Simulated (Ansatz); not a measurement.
Take Pt in the fcc (Cu type) structure (space group Fm-3m, No. 225; relaxed with 0.1 eV smearing) as the base.

```yaml
crystal:
  lattice:
    - [0.00000, 1.97076, 1.97076]
    - [1.97076, 0.00000, 1.97076]
    - [1.97076, 1.97076, 0.00000]
  atoms:
    - { symbol: Pt, position: [0.00000, 0.00000, 0.00000] }
```

Cartesian axes are those of the cell as printed.

The values are results of Kohn–Sham DFT with the r2SCAN functional, run in Ansatz (an electronic-structure program) with PAW and 500 eV plane waves, no spin-orbit coupling, earlier PAW set, not measurements.

Before the change:

The pressure is 0.0 GPa.

Now apply this change: biaxial strain −2.24 %, plane normal [111], relaxed out of plane (Cartesian); in-plane vectors clamped, the third vector and the atoms free.

**Question.** Estimate the effect on the out-of-plane strain.

**Answer.** The out-of-plane strain amounts to +2.85 %.

**Question.** What does the calculation give for the pressure after the change?

**Answer.** The pressure (mean of the normal stresses, compression positive) goes from zero to 5.7 GPa.

**Question.** What does the calculation give for the energy relative to the base after the change?

**Answer.** The energy grows by 17 meV/atom.

Stability against distortions was not tested. The final runs are not spin-polarised.
